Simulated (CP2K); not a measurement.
Input and output of a self-consistent single point for LaBi2ClO4 (P4/mmm, 8 atoms in the cell) (CP2K).

Method: CP2K with PBEsol, GPW, DZVP-MOLOPT-SR-GTH basis, GTH-PBE potentials (GTH_POTENTIALS).

```xyz
8
Lattice="3.9889 0.0000 0.0000 0.0000 3.9889 0.0000 0.0000 0.0000 9.3332" Properties=species:S:1:pos:R:3 pbc="T T T"
La     0.0000     0.0000     0.0000
Bi     1.9945     1.9945     2.5982
Bi     1.9945     1.9945     6.7350
Cl     0.0000     0.0000     4.6666
O      0.0000     1.9945     1.5088
O      0.0000     1.9945     7.8244
O      1.9945     0.0000     1.5088
O      1.9945     0.0000     7.8244
```

Reference input (self-consistent single point, DFT LDA (Pade form), GPW, DZVP-MOLOPT-SR-GTH basis, GTH-PADE potentials (GTH_POTENTIALS)): CUTOFF = 500 Ry; REL_CUTOFF = 50 Ry; SMEAR/METHOD = FERMI_DIRAC; ELECTRONIC_TEMPERATURE = 232.09 K; KPOINTS/SCHEME = MONKHORST-PACK 6 6 3; GAMMA_CENTERED = T; XC_FUNCTIONAL = PADE; La/BASIS_SET = DZVP-MOLOPT-SR-GTH-q11; La/POTENTIAL = GTH-PADE-q11; Bi/BASIS_SET = DZVP-MOLOPT-SR-GTH-q5; Bi/POTENTIAL = GTH-PADE-q5; Cl/BASIS_SET = DZVP-MOLOPT-SR-GTH-q7. This run's input differs from it in these lines:

```diff
@@ -45,3 +45,6 @@
     &XC
-      &XC_FUNCTIONAL PADE
+      &XC_FUNCTIONAL
+        &PBE
+          PARAMETRIZATION PBESOL
+        &END PBE
       &END XC_FUNCTIONAL
@@ -83,3 +86,3 @@
       BASIS_SET DZVP-MOLOPT-SR-GTH-q11
-      POTENTIAL GTH-PADE-q11
+      POTENTIAL GTH-PBE-q11
     &END KIND
@@ -87,3 +90,3 @@
       BASIS_SET DZVP-MOLOPT-SR-GTH-q5
-      POTENTIAL GTH-PADE-q5
+      POTENTIAL GTH-PBE-q5
     &END KIND
@@ -91,3 +94,3 @@
       BASIS_SET DZVP-MOLOPT-SR-GTH-q7
-      POTENTIAL GTH-PADE-q7
+      POTENTIAL GTH-PBE-q7
     &END KIND
@@ -95,3 +98,3 @@
       BASIS_SET DZVP-MOLOPT-SR-GTH-q6
-      POTENTIAL GTH-PADE-q6
+      POTENTIAL GTH-PBE-q6
     &END KIND
```

The program printed (abridged):

```
 SCF WAVEFUNCTION OPTIMIZATION

  Step     Update method      Time    Convergence         Total energy    Change
     1 NoMix/Diag. 0.20E+00      -     1.26589698      -121.9550525408 -1.22E+02
     2 Broy./Diag. 0.20E+00      -     0.11997823      -113.5746846429  8.38E+00
     3 Broy./Diag. 0.20E+00      -     0.25984148      -118.0046480464 -4.43E+00
     4 Broy./Diag. 0.20E+00      -     0.04376199      -121.9645143089 -3.96E+00
     5 Broy./Diag. 0.20E+00      -     0.12814742      -120.7329428059  1.23E+00
     6 Broy./Diag. 0.20E+00      -     0.02667648      -122.1520849578 -1.42E+00
   [... 17 lines left out ...]
    24 Broy./Diag. 0.20E+00      -     0.00000117      -121.7972414703  7.57E-06
    25 Broy./Diag. 0.20E+00      -     0.00000023      -121.7972460595 -4.59E-06
    26 Broy./Diag. 0.20E+00      -     0.00000047      -121.7972443904  1.67E-06
    27 Broy./Diag. 0.20E+00      -     0.00000005      -121.7972415591  2.83E-06
  *** SCF run converged in    27 steps ***

  Overlap energy of the core charge distribution:               0.00000000261039
  Self energy of the core charge distribution:               -286.93309340774005
  Core Hamiltonian energy:                                     71.98238861307578
  Hartree energy:                                             116.97077786123324
  Exchange-correlation energy:                                -23.81731462825098
  Electronic entropic energy:                                  -0.00000000000000
  Fermi energy:                                                 0.18059836784363

  Total energy:                                              -121.79724155907164
  Total energy (extrapolated to T->0):                       -121.79724155907164

                     Mulliken Population Analysis

   [... lines left out ...]

 STRESS| Analytical stress tensor [bar]
 STRESS|                        x                   y                   z
 STRESS|      x        2.95917821463E+03  -3.79764719153E-05  -1.01389547327E-04
 STRESS|      y       -3.79764719153E-05   2.95920925724E+03  -1.01389783315E-04
 STRESS|      z       -1.01389547327E-04  -1.01389783315E-04  -1.08082198832E+04
 STRESS| 1/3 Trace                                            -1.62994413710E+03
```

The run converged in 27 iterations. Against the reference run the pressure goes from -4.99 to -0.16 GPa, the largest force goes from 0.164 to 0.479 eV/Å and the gap on the mesh goes from 1.099 to 1.162 eV.

The starting cell comes from a database of computed structures (which also holds hypothetical and non-ambient phases and stackings), without a prior relaxation at this level. Spin-orbit coupling is off. Values carry the incompleteness of an atom-centred basis. The potentials were made for another functional than the one used.

Cost on one core of a shared machine: roughly 90 s.
